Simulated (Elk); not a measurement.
## Converging the basis cutoff: Yb (Fm-3m, 1 atom in the cell)

```xyz
1
Lattice="0.0000 2.7537 2.7537 2.7537 0.0000 2.7537 2.7537 2.7537 0.0000" Properties=species:S:1:pos:R:3 pbc="T T T"
Yb     0.0000     0.0000     0.0000
```

Computed with PBE, all-electron FP-LAPW, Elk's shipped species files, default APW+lo basis (Elk).

Base settings: xctype = 20; swidth = 0.00367493 Ha; ngridk = 4 4 4; maxscl = 100.

The mesh stays at the base's, so the ladder's end is converged at best in this setting alone.

Only quantities that move along the ladder and can be compared are tabulated.

The starting cell has typed, rounded lattice constants, without a prior relaxation at this level. Its lattice was rescaled by up to half a per cent. Spin polarisation is off. Values depend on the basis (sphere radii, cutoffs, local orbitals), which need not be converged. Without a gap this mesh is coarse (it stands for a supercell whose shortest vector is 16 Å).

```tsv
rgkmax	free energy less the last step's (meV/atom)
4.14	5658.09
4.43	4304.23
4.7	3580.42
4.95	2991.96
5.19	2498.71
5.42	1947.76
5.86	1353.08
6.26	818.21
6.64	573.30
7.34	229.11
7.67	153.77
8.13	78.06
8.57	29.11
9.26	0.00
```

Coarsest rgkmax that holds the free energy within 5 meV/atom: not settled: the last two steps still differ by 29 meV/atom, over half the tolerance, so the ladder does not show it.
